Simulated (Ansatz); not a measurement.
The starting structures come from a database of crystals and need not be the phases stable at ambient conditions.

The decay constant κ of evanescent states in the gap governs leakage through a thin film.

```
K2F6Ge
1.0
    5.68505     0.00000     0.00000
   -2.84253    10.45822     0.00000
    2.84252     2.31778     4.34370
K Ge F
4 2 12
Cartesian
  2.84252   9.66624   0.42260
  2.84252   5.59602   2.59445
  0.00000   6.64599   0.17404
  2.84252   1.80317   0.89799
  5.68505   3.52030   1.84189
  0.00000   9.13571   2.56584
  4.41464   4.11515   0.69312
  0.00000   9.38526   0.76996
  1.27041   4.11515   0.69312
  1.27041  10.42114   2.71130
  5.68505   5.15103   2.63446
  4.41464  10.42114   2.71130
  4.37936   7.90109   2.37018
  5.68505   1.93080   0.98116
  1.30569   7.90109   2.37018
  6.99074   2.99545   2.97639
  2.84252   6.64796   0.02172
  4.37936   2.99545   2.97639
```

Space group of this cell: P6_3mc. The cell is taken as given.

Transport runs along the normal of the first two printed cell vectors, the (101) plane of the conventional cell.

The gap is the functional's own, uncorrected, and κ follows it; spin-orbit coupling is left out. Mid-gap values are interpolated between the computed energies.

State the band gap and the smallest decay constant κ at mid-gap according to r2SCAN (Ansatz, a first-principles code).

Gap 7.26 eV on a 8×8×8 mesh; κ = 0.573 1/Å, at the zone centre.
